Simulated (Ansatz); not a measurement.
Effect of biaxial strain −2.50 %, plane normal [111], relaxed out of plane on Cu3N

Consider Cu₃N (space group Pm-3m, No. 221; a = 3.721 Å). Axes: x, y, z lie along the cube axes.

Modification: compressive biaxial strain of 2.50 % in the plane normal to [111], as in epitaxy on a mismatched substrate; the out-of-plane cell vector and the atoms relax.

All numbers come from Kohn–Sham DFT with the LDA functional, run in Ansatz (an electronic-structure program) with PAW and 420 eV plane waves, scalar-relativistic without spin-orbit coupling. Settings: 13×13×13 k-points, 0.05 eV Fermi–Dirac smearing.

| quantity | base | changed | shift |
|---|---|---|---|
| volume per atom | 12.88 Å³ | 12.72 Å³ | -0.16 Å³ |
| space group | Pm-3m (No. 221) | R-3m (No. 166) | – |
| energy relative to the base (free energy F) | 0 meV/atom | +5.4 meV/atom | +5.4 meV/atom |
| pressure (mean of the normal stresses, compression positive) | 0.0 GPa | 1.8 GPa | +1.8 GPa |
| band gap | zero | zero | – |
| out-of-plane strain (rough) | – | +3.89 % | – |
| mean in-plane stress (compression positive) (rough) | – | +2.8 GPa | – |

Without a gap, meshes like the base's 13×13×13 leave anisotropic stresses uncertain by several tenths of a GPa, and small strain energies with them. No phonon test of stability was made. The final runs are not spin-polarised. The zero or small gap of Cu3N can change with the level of theory.
